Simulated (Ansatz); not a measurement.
System: Al₂Cu (I4/mcm, No. 140). Method: PBE-D4 (Ansatz, an electronic-structure program, plane waves, PAW).

Run with plane-wave cutoff 520 eV, 14×14×14 k mesh, Fermi–Dirac smearing 0.05 eV, no spin polarisation, scalar-relativistic PAW data made under PBE.

A third-order Birch–Murnaghan fit to the energies gives V0 = 14.321 Å³/atom, B0 = 111 GPa, B′ = 4.5.

```csv
V (Å³/atom),P (GPa)
13.748,[?]
14.034,[?]
14.321,0.00
14.607,[?]
14.894,[?]
```

Q: Estimate the withheld pressures from this fit; the answers are the runs' own values.

A: 
- 13.748, P (GPa): 4.96
- 14.034, P (GPa): 2.34
- 14.607, P (GPa): -2.11
- 14.894, P (GPa): -3.99

The formula P = (3/2) B0 (x^(7/3) − x^(5/3)) [1 + (3/4)(B′ − 4)(x^(2/3) − 1)] with x = V0/V meets the computed pressures within 0.02 GPa when these rounded values are put in.

Shape and atoms are relaxed at each volume.

Note: the bulk modulus comes from volumes at which shape and atoms were relaxed.

Static lattice: no zero-point or thermal effects.
